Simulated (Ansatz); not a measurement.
Structures of equal composition on the (111) surface of fcc Al: a layer of W in place of the second plane; a layer of W in place of the third plane. The slabs share one bottom face, and each structure is named by its start. These are constructed structures in small cells; real faces may alloy, dewet or reconstruct in larger ones, and not all known structures of the face are among them. Slabs of about 12 Å, Fermi-Dirac smearing of 0.1 eV. Bottom of the slabs: a bare face, its two planes held. Relaxed from the named starts with such symmetry as they have, on meshes of like density; energies extrapolated to zero smearing; spin only where a row says so; no spin-orbit coupling, no U. Brackets mark spin-polarised runs, whose order is one that fits the cell.

These are PBE (plane waves to 420 eV, PAW; Ansatz, an electronic-structure program) values and carry that method's errors.

**Question.** Put the candidates in order of energy per 1x1 cell, lowest first, for PBE.

**Answer.** a layer of W in place of the third plane (0.000 eV), a layer of W in place of the second plane (0.096 eV)
